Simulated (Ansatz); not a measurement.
# Effect of Cu → Pd on CuI

Start from CuI in the zinc blende structure (space group F-43m, No. 216; a = 6.0778 Å).

One thing is altered: full substitution Cu → Pd; the structure is relaxed again.

The values are results of PBE (Ansatz, a quantum-chemistry and plane-wave program, PAW, spin-orbit coupling left out), earlier PAW set, not measurements. k-mesh 13×13×13 (Γ-centred); smearing 0.05 eV (Fermi–Dirac), for the changed cell.

```json
[
 {"quantity": "density", "base": "5.63 g/cm³", "changed": "6.48 g/cm³", "shift": "+0.85 g/cm³"},
 {"quantity": "lattice parameter a", "base": "6.078 Å", "changed": "6.206 Å", "shift": "+0.128 Å"},
 {"quantity": "band gap", "base": "1.10 eV", "changed": "zero", "shift": "–"}
]
```

Final structure:

```
PdI
1.0
    0.00000     3.10285     3.10285
    3.10285     0.00000     3.10285
    3.10285     3.10285     0.00000
I Pd
1 1
Direct
  0.75000   0.75000   0.75000
  0.00000   0.00000   0.00000
```

With I present, leaving out spin-orbit coupling can change the band edges. No phonon test of stability was made. As relaxed here, PdI is a hypothetical phase, not in the database extracts checked. All final runs are without spin polarisation. An odd electron count without spin: PdI. PdI has a high density of states at the Fermi level and may be magnetic at this level.
